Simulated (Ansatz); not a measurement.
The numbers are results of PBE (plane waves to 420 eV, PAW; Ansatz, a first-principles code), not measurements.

Host crystal: zinc-blende GaAs, with a band gap (PBE, scalar-relativistic without spin-orbit coupling).

Plane-averaged electrostatic potential energy along the normal, in eV from the Fermi level, for SiH3 on the 1x1 (110) surface of zinc-blende GaAs (cut with top plane As + Ga), one in a 2x1 cell, started at the site 'bridge As-Ga (span 5.0 Å)':

```json
[
 {"z (Å)": "5.16", "V (eV)": "4.36"},
 {"z (Å)": "5.44", "V (eV)": "4.36"},
 {"z (Å)": "5.73", "V (eV)": "4.36"},
 {"z (Å)": "6.02", "V (eV)": "4.36"},
 {"z (Å)": "6.30", "V (eV)": "4.36"},
 {"z (Å)": "6.59", "V (eV)": "4.35"},
 {"z (Å)": "6.88", "V (eV)": "4.34"},
 {"z (Å)": "7.16", "V (eV)": "4.32"},
 {"z (Å)": "7.45", "V (eV)": "4.27"},
 {"z (Å)": "7.73", "V (eV)": "4.16"},
 {"z (Å)": "8.02", "V (eV)": "3.93"},
 {"z (Å)": "8.31", "V (eV)": "3.41"},
 {"z (Å)": "8.59", "V (eV)": "2.20"},
 {"z (Å)": "8.88", "V (eV)": "0.71"},
 {"z (Å)": "9.17", "V (eV)": "0.01"},
 {"z (Å)": "9.45", "V (eV)": "-1.03"},
 {"z (Å)": "9.74", "V (eV)": "-2.43"},
 {"z (Å)": "10.03", "V (eV)": "-3.11"},
 {"z (Å)": "10.31", "V (eV)": "-2.34"},
 {"z (Å)": "10.60", "V (eV)": "-1.65"},
 {"z (Å)": "10.89", "V (eV)": "-2.33"},
 {"z (Å)": "11.17", "V (eV)": "-3.41"},
 {"z (Å)": "11.46", "V (eV)": "-3.50"},
 {"z (Å)": "11.74", "V (eV)": "-3.16"},
 {"z (Å)": "12.03", "V (eV)": "-2.93"},
 {"z (Å)": "12.32", "V (eV)": "-1.99"},
 {"z (Å)": "12.60", "V (eV)": "-0.23"},
 {"z (Å)": "12.89", "V (eV)": "-0.46"},
 {"z (Å)": "13.18", "V (eV)": "-2.26"},
 {"z (Å)": "13.46", "V (eV)": "-2.92"},
 {"z (Å)": "13.75", "V (eV)": "-2.94"},
 {"z (Å)": "14.04", "V (eV)": "-2.99"},
 {"z (Å)": "14.32", "V (eV)": "-2.38"},
 {"z (Å)": "14.61", "V (eV)": "-0.59"},
 {"z (Å)": "14.90", "V (eV)": "-0.33"},
 {"z (Å)": "15.18", "V (eV)": "-2.12"},
 {"z (Å)": "15.47", "V (eV)": "-3.03"},
 {"z (Å)": "15.76", "V (eV)": "-3.13"},
 {"z (Å)": "16.04", "V (eV)": "-3.28"},
 {"z (Å)": "16.33", "V (eV)": "-3.02"},
 {"z (Å)": "16.61", "V (eV)": "-1.69"},
 {"z (Å)": "16.90", "V (eV)": "-1.07"},
 {"z (Å)": "17.19", "V (eV)": "-2.01"},
 {"z (Å)": "17.47", "V (eV)": "-2.90"},
 {"z (Å)": "17.76", "V (eV)": "-2.86"},
 {"z (Å)": "18.05", "V (eV)": "-2.31"},
 {"z (Å)": "18.33", "V (eV)": "-1.54"},
 {"z (Å)": "18.62", "V (eV)": "-0.47"},
 {"z (Å)": "18.91", "V (eV)": "0.46"},
 {"z (Å)": "19.19", "V (eV)": "0.32"},
 {"z (Å)": "19.48", "V (eV)": "0.24"},
 {"z (Å)": "19.77", "V (eV)": "0.62"},
 {"z (Å)": "20.05", "V (eV)": "1.14"},
 {"z (Å)": "20.34", "V (eV)": "2.14"},
 {"z (Å)": "20.62", "V (eV)": "2.75"},
 {"z (Å)": "20.91", "V (eV)": "3.27"},
 {"z (Å)": "21.20", "V (eV)": "3.71"},
 {"z (Å)": "21.48", "V (eV)": "3.86"},
 {"z (Å)": "21.77", "V (eV)": "3.92"},
 {"z (Å)": "22.06", "V (eV)": "3.94"},
 {"z (Å)": "22.34", "V (eV)": "3.95"},
 {"z (Å)": "22.63", "V (eV)": "3.96"},
 {"z (Å)": "22.92", "V (eV)": "3.96"},
 {"z (Å)": "23.20", "V (eV)": "3.96"},
 {"z (Å)": "23.49", "V (eV)": "3.96"},
 {"z (Å)": "23.78", "V (eV)": "3.96"},
 {"z (Å)": "24.06", "V (eV)": "3.96"},
 {"z (Å)": "24.35", "V (eV)": "3.96"},
 {"z (Å)": "24.64", "V (eV)": "3.96"},
 {"z (Å)": "24.92", "V (eV)": "3.96"}
]
```

Slab: 24 atoms, 8.6 Å thick at the start under the adsorbate (thin: gaps and levels are the slab's own); k 3x4x1, smearing 0.01 eV, dipole-corrected; 8 atoms held, the rest relaxed; no symmetry held; spin-polarised, ending with about 0.7 μB a cell, a value that depends on the mesh; orders that need a larger cell were not tried, no spin-orbit, no U, no dispersion correction. The slab shows no gap over 0.04 eV on its mesh. At the end it is bonded to As. In PBE it is, or lies within 0.03 eV of, the lowest of the starts that converged.

### Question
The surface cell has an area of 46.69 Å². What dipole along the normal does the step between the two vacuum levels imply?

### Answer
the top vacuum level lies 0.40 eV below the bottom one; p = −ε₀ A ΔV (ε₀ = 0.005526 e/(V·Å)) gives 0.10 e·Å a cell.
